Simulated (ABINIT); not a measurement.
ABINIT run on MgH2 (P4_2/mnm, 6 atoms in the cell): self-consistent single point.

Level of theory: PBE, norm-conserving pseudopotentials (PseudoDojo nc-sr-05 PBE standard) (plane waves; ABINIT).

The change in words: lattice scaled by 0.98. Reference geometry:
```xyz
6
Lattice="4.4588 0.0000 0.0000 0.0000 4.4588 0.0000 0.0000 0.0000 2.9806" Properties=species:S:1:pos:R:3 pbc="T T T"
Mg     2.2294     2.2294     1.4903
Mg     0.0000     0.0000     0.0000
H      3.1014     3.1014     0.0000
H      1.3574     1.3574     0.0000
H      3.5868     0.8720     1.4903
H      0.8720     3.5868     1.4903
```

Reference input (self-consistent single point, DFT, PBE, plane waves, norm-conserving pseudopotentials (PseudoDojo nc-sr-05 PBE standard)): pseudos = [Mg.upf, H.upf]; ecut = 42 Ha; ixc = 11; occopt = 3; tsmear = 0.00036749 Ha; ngkpt = 8 8 11; nshiftk = 1; shiftk = 0 0 0; potentials = PseudoDojo nc-sr-05 PBE standard; nband = 17; kptopt = 1; nstep = 60. This run's input differs from it in these lines:

```diff
@@ -5,5 +5,5 @@
 rprim
-         8.4258787191    0.0000000000    0.0000000000
-         0.0000000000    8.4258787191    0.0000000000
-         0.0000000000    0.0000000000    5.6324609953
+         8.2573605022    0.0000000000    0.0000000000
+         0.0000000000    8.2573605022    0.0000000000
+         0.0000000000    0.0000000000    5.5198125313
 natom 6
@@ -13,8 +13,8 @@
 xcart
-         4.2129393596    4.2129393596    2.8162304976
+         4.1286802511    4.1286802511    2.7599062656
          0.0000000000    0.0000000000    0.0000000000
-         5.8607884607    5.8607884607    0.0000000000
-         2.5650902585    2.5650902585    0.0000000000
-         6.7780296180    1.6478491011    2.8162304976
-         1.6478491011    6.7780296180    2.8162304976
+         5.7435722445    5.7435722445    0.0000000000
+         2.5137882577    2.5137882577    0.0000000000
+         6.6424685088    1.6148919934    2.7599062656
+         1.6148919934    6.6424685088    2.7599062656
 ecut 42
```

Output, abridged:

```
--- !BeginCycle
solver: {iscf: 7, nstep: 60, nline: 4, wfoptalg: 0, }
tolerances: {tolvrs: 1.00E-10, }
...

     iter   Etot(hartree)      deltaE(h)  residm     vres2
 ETOT  1  -121.10792681699    -1.211E+02 1.253E-01 9.671E+01
 ETOT  2  -121.16095726329    -5.303E-02 6.602E-03 1.098E+00
 ETOT  3  -121.16104437905    -8.712E-05 2.794E-04 5.535E-02
 ETOT  4  -121.16104739789    -3.019E-06 2.731E-04 7.314E-03
 ETOT  5  -121.16104808912    -6.912E-07 5.998E-05 4.284E-04
 ETOT  6  -121.16104813819    -4.907E-08 7.996E-05 9.611E-06
 ETOT  7  -121.16104813878    -5.900E-10 5.919E-05 9.797E-08
 ETOT  8  -121.16104813878    -4.164E-12 7.514E-05 1.107E-09
 ETOT  9  -121.16104813878    -3.766E-12 4.879E-05 8.126E-12
 At SCF step    9       vres2   =  8.13E-12 < tolvrs=  1.00E-10 =>converged.

 Cartesian components of stress tensor (hartree/bohr^3)
  sigma(1 1)= -1.79747445E-04  sigma(3 2)=  0.00000000E+00
  sigma(2 2)= -1.79747445E-04  sigma(3 1)=  0.00000000E+00
  sigma(3 3)= -2.45479608E-04  sigma(2 1)=  0.00000000E+00

 ----iterations are completed or convergence reached----

 reduced coordinates (array xred) for    6 atoms
       0.500000000000      0.500000000000      0.499999999995
      -0.000000000000     -0.000000000000     -0.000000000005
       0.695569999998      0.695569999998     -0.000000000005
       0.304430000002      0.304430000002     -0.000000000005
       0.804430000002      0.195569999998      0.499999999995
       0.195569999998      0.804430000002      0.499999999995
 cartesian forces (eV/Angstrom) at end:
   [... lines left out ...]
 Fermi (or HOMO) energy (eV) =   1.24950   Average Vxc (eV)=  -8.92148
   [... lines left out ...]
total_energy        : -1.21161048138784E+02
total_energy_eV     : -3.29695978978438E+03
band_energy         : -2.83112451969479E+01
...

-Cartesian components of stress tensor (GPa)         [Pressure=  5.9330E+00 GPa]
- sigma(1 1)= -5.28835152E+00  sigma(3 2)=  0.00000000E+00
- sigma(2 2)= -5.28835152E+00  sigma(3 1)=  0.00000000E+00
- sigma(3 3)= -7.22225821E+00  sigma(2 1)=  0.00000000E+00

 Calculation completed.
```

The run converged in 9 iterations. Against the reference run the free energy goes up by 14.2 meV/atom, the pressure goes from 2.03 to 5.93 GPa, the largest force goes from 0.014 to 0.037 eV/Å and the gap on the mesh goes from 3.886 to 3.989 eV.

The starting cell comes from a database of computed structures (which also holds hypothetical and non-ambient phases and stackings), without a prior relaxation at this level. Its lattice was rescaled by a random factor within 2.5 % of one. For this run, on top of that: lattice scaled by 0.98. With a pressure of about 6 GPa the cell is away from its equilibrium volume at this level.

Cost on one core of a shared machine: roughly 4 min.
